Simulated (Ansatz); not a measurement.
Take InAs in the zinc blende structure (space group F-43m, No. 216; a = 6.108 Å) as the base. Axes: x, y, z lie along the cube axes.

Computed with r2SCAN (Ansatz, a first-principles code), without spin-orbit coupling, earlier PAW set.

For the base:

The band gap is 0.08 eV.

One thing is altered: uniaxial strain ε_xx = +4.41 %, all other strain components held at zero, atoms relaxed at fixed cell.

### Question
What does the calculation give for the band gap after the change?

### Answer
The band gap becomes zero (base: 0.08 eV).

### Question
What does the calculation give for the energy relative to the base after the change?

### Answer
The energy grows by 14 meV/atom.

The mesh was chosen for an insulator and is coarse for the gapless case. Stability against distortions was not tested. All final runs are without spin polarisation. The zero or small gap of InAs can change with the level of theory.
